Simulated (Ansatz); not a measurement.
An Ansatz (a quantum-chemistry and plane-wave program) input (Ansatz r2SCAN, scalar-relativistic without spin-orbit coupling):

Ansatz 0.2 input:
```yaml
crystal:
  lattice:
    - [-1.6008597114, 1.581009051, 3.9092875476]
    - [1.6008597114, -1.581009051, 3.9092875476]
    - [1.6008597114, 1.581009051, -3.9092875476]
  atoms:
    - { symbol: Mo, position: [0, 0, 0] }
    - { symbol: Si, position: [0.3352978418, 0.3352978418, 0] }
    - { symbol: Si, position: [0.6647021582, 0.6647021582, 0] }
basis: { ecutwfc: 500, ecutrho_ratio: 4, xc_grid: 4, fft_grid_basis: typed }
kpoints: { mp_grid: { grid: [14, 14, 14] } }
hamiltonian:
  xc: r2scan
  dispersion: none
  pseudopotentials: { kind: paw }
scf: { occupations: { method: fermi_dirac, width: 0.05 }, convergence: { dr2_threshold: 0.0000000003 } }
relax: { f_tol: 0.005, max_steps: 50 }
output: { forces: true, stress: true }
checkpoint: { write: state.ck, write_every: 1000 }
```

Q: Which symmetry and how many k-points will the program report, and about how many plane waves at Γ?

A: Space group Immm (ITA 71) with 8 operations, k-points 428 of 2744, and 1015 plane waves at Γ.

Q: And the final pressure?

A: 2.68 GPa (compression positive).

The mesh was chosen for an insulator and is coarse for the gapless case. The cells carry an imposed strain or load. Whether these cells are dynamically stable was not tested. All final runs are without spin polarisation. The cell was made from MoSi2 (space group I4/mmm, No. 139) by this change: uniaxial strain ε_yy = −1.24 %.
